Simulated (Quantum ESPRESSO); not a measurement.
**Several settings converged on Ta2H (C222, 3 atoms in the cell)**

```
Ta2H
1.0
    1.72910     2.38333     0.00000
   -1.72910     2.38333     0.00000
    0.00000     0.00000     4.78236
Ta H
2 1
Direct
  0.00000   0.50000   0.73543
  0.50000   0.00000   0.26457
  0.00000   0.00000   0.00000
```

Base method: LDA (PZ), GBRV 1.5 ultrasoft (LDA) pseudopotentials (plane waves; Quantum ESPRESSO).

Base settings: ecutwfc = 40 Ry; ecutrho = 320 Ry; occupations = smearing; smearing = fermi-dirac; degauss = 0.0073499 Ry; potentials = {Ta: ta_lda_v1.uspp.F.UPF, H: h_lda_v1.4.uspp.F.UPF}; K_POINTS = automatic 6 6 3 0 0 0; conv_thr = 1e-10 Ry; mixing_beta = 0.5.

Core times come from one kind of shared machine, to one figure; runs under 30 s give none.

**Zone-centre phonons against the cutoff**

In this ladder: ph.x.tr2_ph = 1e-14; ph.x.fildyn = dyn.G; dynmat.x.fildyn = dyn.G; dynmat.x.asr = simple. Moved along: ecutrho.

The mesh stays at the base's, so the ladder's end is converged at best in this setting alone.

Frequencies are those of the unrelaxed cell, without the LO-TO term of polar crystals.

Only quantities that move along the ladder and can be compared are tabulated.

```tsv
ecutwfc	highest zone-centre frequency (cm⁻¹)
20 Ry	1354.7
28 Ry	1380.2
40 Ry	1381.7
60 Ry	1381.0
```

Coarsest ecutwfc that holds the highest zone-centre frequency within 10 cm⁻¹ of the last step, with all finer ones: 28 Ry; the step before is off by 26 cm⁻¹.

**Zone-centre phonons against the SCF threshold**

In this ladder: ph.x.tr2_ph = 1e-14; ph.x.fildyn = dyn.G; dynmat.x.fildyn = dyn.G; dynmat.x.asr = simple.

The mesh stays at the base's, so the ladder's end is converged at best in this setting alone.

Frequencies are those of the unrelaxed cell, without the LO-TO term of polar crystals.

Only quantities that move along the ladder and can be compared are tabulated.

```csv
conv_thr,highest zone-centre frequency (cm⁻¹),core time / last (rough)
7.3e-05 Ry,1385.2,1
7.3e-07 Ry,1381.5,2
7.3e-09 Ry,1381.7,1
7.3e-13 Ry,1381.7,1
```

Coarsest conv_thr that holds the highest zone-centre frequency within 1 cm⁻¹ of the last step, with all finer ones: 7.3e-07 Ry; the step before is off by 3.5 cm⁻¹.

On the base run: the starting cell comes from a database of computed structures (which also holds hypothetical and non-ambient phases and stackings), without a prior relaxation at this level. Its lattice was rescaled by up to half a per cent. Spin polarisation is off. In the base run, with a pressure of about -13 GPa the cell is away from its equilibrium volume at this level. Without a gap this mesh is coarse (it stands for a supercell whose shortest vector is 14 Å).
